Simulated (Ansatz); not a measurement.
# B20 (FeSi-type) FeGe

Computed with PBEsol in Ansatz (plane waves, PAW).

Run with plane-wave cutoff 520 eV, 12×12×12 k mesh, Fermi–Dirac smearing 0.05 eV, spin-polarised with parallel moments, scalar-relativistic PAW data made under PBE.

Cell: relaxed at this level.

```
Quantity                                                 Value
-----------------------------------------------  -------------
equilibrium volume per atom                      12.14 Å³/atom
bulk modulus                                           185 GPa
equilibrium lattice constant a                         4.597 Å
band gap                                         zero (no gap)
magnetic moment (largest site, within a sphere)        1.09 μB
pressure derivative B′ of the bulk modulus                 5.1
```

Measured, for comparison: equilibrium volume per atom 12.97 Å³/atom (295 K, not corrected to a static lattice; as tabulated in Wilhelm et al. (2007), arXiv:cond-mat/0703031); bulk modulus 147 ± 3 GPa (82 K, zero-point motion not removed; as tabulated in Wilhelm et al. (2007), arXiv:cond-mat/0703031); lattice constant a 4.699 Å (295 K, not corrected to a static lattice, our sources range from 4.689 to 4.699; as tabulated in Wilhelm et al. (2007), arXiv:cond-mat/0703031). Computed (rounded) less measured: equilibrium volume per atom -6.4 %, bulk modulus +26 %, lattice constant a -2.2 % (-2.0 % to -2.2 % over the range).

Note: the collinear magnetic order is the start's and need not be the measured one; the bulk modulus comes from volumes at which shape and atoms were relaxed.

Moments are spin moments.

Spin–orbit coupling is not included.

It cost about 110 core-minutes (a rough figure) of CPU time.

Ansatz is a quantum-chemistry and plane-wave program.
